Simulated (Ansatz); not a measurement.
# Worked example: self-consistent single point of ScPd₃ (P4mm, 4 atoms in the cell) in Ansatz

Method: PBEsol, default PAW files made with PBE (plane waves; Ansatz, an electronic-structure program).

Input as run:

Ansatz 0.2 input:
```yaml
# ScPd3
crystal:
  lattice:
    - [3.999548, 0.000000, 0.000000]
    - [0.000000, 3.999548, 0.000000]
    - [0.000000, 0.000000, 3.999548]
  atoms:
    - { symbol: Sc, position_ang: [0.000000, 0.000000, 0.049998] }
    - { symbol: Pd, position_ang: [1.999774, 1.999774, 0.000000] }
    - { symbol: Pd, position_ang: [0.000000, 1.999774, 1.999774] }
    - { symbol: Pd, position_ang: [1.999774, 0.000000, 1.999774] }
basis:
  ecutwfc: 30.9 Ry
kpoints:
  mp_grid: { grid: [7, 7, 7] }
hamiltonian:
  xc: pbesol
  pseudopotentials: { kind: paw }
scf:
  occupations: { method: gaussian, width: 0.0073 Ry }
output:
  forces: true
  eigenvalues: true
  stress: true
```

Output (repeated stretches shortened):

```
WARN ansatz: RAYON_NUM_THREADS=1 ignored (pool sized by the plan → 1); use --threads N
Pseudopotentials: kind: paw
Pseudopotential: Sc, paw, valence charge 11
Pseudopotential: Pd, paw, valence charge 18
Crystal: 4 atoms, lattice volume = 63.978 Å³
Basis set: ecut = 420.4159175005146 eV, 1237 PW (Γ), exchange–correlation on 54×54×54 points (8 copies of the dense FFT grid, shifted against one another)
Bands: 39, of which v1, the nominal top of the filled ones, is band 33 counted from 1 (32 counted from 0)
Symmetry: 8 space group operations
Space group: P4mm (ITA 99), of the structure as read, at distance tolerance 4.0e-5 Å
k-points: 40 of 343 (time reversal used)
PAW frozen core: Sc, regenerated for the run's functional, and the local potential with it
PAW frozen core: Pd, regenerated for the run's functional, and the local potential with it
Initial density: superposition of atomic densities (neutral atoms: chi_scale 0, normalization atom), corrected by the library's trained network
Initial wavefunctions: pseudopotential atomic-orbital guess
Eigensolver: davidson
Functional: x = pbesol(κ = 0.804, μ = 0.12345679012345678), c = pbesol(β = 0.046)
SCF iter   1: F=—  HF=-22834.737130 eV  |F-HF|=—  |Δ(HF+E_count)|=         —  Δρ=1.11e-2  dr2=9.78e-2  ethr=1.77e-3  ⟨swp⟩=4.6  Hψ=5329  notcnv=0
all-band conjugate gradients solve this SCF's bands
preconditioner: auto → Kerker (q_TF=auto, 2.736 Å⁻¹)
SCF iter   2: F=—  HF=-22834.724419 eV  |F-HF|=—  |Δ(HF+E_count)|=   1.27e-2  Δρ=4.08e-3  dr2=1.52e-2  ethr=1.50e-4  ⟨swp⟩=1.0  Hψ=1881  notcnv=0
SCF iter   3: F=—  HF=-22834.722442 eV  |F-HF|=—  |Δ(HF+E_count)|=   1.98e-3  Δρ=1.01e-3  dr2=1.03e-3  ethr=2.34e-5  ⟨swp⟩=2.2  Hψ=2042  notcnv=0
SCF iter   4: F=—  HF=-22834.722289 eV  |F-HF|=—  |Δ(HF+E_count)|=   1.53e-4  Δρ=1.81e-4  dr2=4.10e-5  ethr=1.58e-6  ⟨swp⟩=1.2  Hψ=1577  notcnv=0
SCF iter   5: F=—  HF=-22834.722267 eV  |F-HF|=—  |Δ(HF+E_count)|=   2.16e-5  Δρ=3.16e-5  dr2=6.80e-7  ethr=6.31e-8  ⟨swp⟩=2.0  Hψ=1957  notcnv=0
SCF iter   6: F=-22834.722267 eV  HF=-22834.722267 eV  |F-HF|=1.04e-9  |Δ(HF+E_count)|=   9.85e-8  Δρ=5.28e-6  dr2=8.07e-9  ethr=1.54e-10  ⟨swp⟩=7.2  Hψ=5901  notcnv=0
SCF 1 converged in 6 iterations: F = -22834.722267 eV  dr2 = 8.07e-9
SCF converged after 6 iterations
Free energy (F): -22834.722267 eV
Harris-Foulkes:  -22834.722267 eV  (|F-HF|=1.04e-9)
Internal energy: -22834.712357 eV  (E = F + TS)
E sigma→0 (E₀):  -22834.717312 eV
Entropy (-TS):   -0.009910 eV (-2.478 meV/atom)
Fermi energy:    17.237176 eV
--- Per-component energies (eV) ---
  E_band       = -630.202979
  E_kinetic    = 1804.782415
  E_local      = -6532.254718  (includes V_loc(G=0)·N_el)
  E_nonlocal   = 738.133178
  E_hartree    = 2614.536987
  E_xc         = -608.416386
  E_vxc        = -764.735531  (∫ρ·V_xc dr)
  E_paw        = -11986.324760  (= ΣΔE_a)
  E_vpaw       = -1105.202623  (= ΣTr[D̂ρ^β])
  E_aug_tail   = 0.000689  (compensation charges beyond the density's cutoff)
  E_ewald      = -8866.206359
  E_core_change = 1.036597  (= ΣΔE_core)
  E_smearing   = -0.009910  (= −TS)
  E_closure    = -0.000000  (closes the sum)
  Σ components = -22834.722267   (vs F -22834.722267, Δ=0.00e0)
--- Forces (eV/Å), atoms counted from 1 ---
  atom   1  Sc     0.00000000     0.00000000    -0.20969342
  atom   2  Pd    -0.00000000     0.00000000     0.00422454
  atom   3  Pd     0.00000000     0.00000000     0.10271381
  atom   4  Pd     0.00000000     0.00000000     0.10271381
  max |Σ_I F_I| component: 4.13e-5 eV/Å
--- Stress (GPa, compression-positive) ---
       -6.406899       0.000000       0.000000
        0.000000      -6.406899       0.000000
        0.000000       0.000000      -6.380073
  P = ⅓ Tr σ = -6.3980 GPa (-63.980 kbar)
  The stress holds the Pulay correction. Without it, at fixed plane waves, as pw.x and ABINIT print it: P = -6.4343 GPa
--- Band table (eV; the first three rows and the last of 40) ---
  k-point 0: bands = ["-66.7525", "-66.7154", "-66.7134", "-32.5919", "-32.5916", "-32.5916", "-32.5008", "-32.5000", "-32.5000", "-32.3493", "-32.3493", "-32.3477", "-31.8827", "-10.5953", "-10.5947", "-10.5947", "10.5248", "12.3586", "12.4937", [...]
  k-point 1: bands = ["-66.7508", "-66.7154", "-66.7150", "-32.5869", "-32.5862", "-32.5862", "-32.5014", "-32.5014", "-32.5012", "-32.3583", "-32.3533", "-32.3533", "-31.8773", "-10.6032", "-10.5956", "-10.5956", "10.7608", "12.4851", "12.5882", [...]
  k-point 2: bands = ["-66.7465", "-66.7193", "-66.7154", "-32.5740", "-32.5722", "-32.5722", "-32.5060", "-32.5060", "-32.5021", "-32.3834", "-32.3627", "-32.3627", "-31.8658", "-10.6209", "-10.5978", "-10.5978", "11.4210", "12.7847", "12.8339", [...]
  k-point 39: bands = ["-66.7288", "-66.7273", "-66.7247", "-32.6092", "-32.6039", "-32.6025", "-32.5769", "-32.4341", "-32.4318", "-32.4308", "-32.3267", "-32.3250", "-31.8756", "-10.6179", "-10.6160", "-10.6156", "12.5576", "12.6131", "12.6728", [...]
```

The run converged in 6 iterations.

The starting cell comes from a database of computed structures (which also holds hypothetical and non-ambient phases and stackings), without a prior relaxation at this level. Its lattice was rescaled by up to half a per cent. One atom was moved a little off its site on purpose. Spin polarisation is off. With a pressure of about -6 GPa the cell is away from its equilibrium volume at this level. Ansatz's pressure includes its estimate of the finite-basis (Pulay) stress.
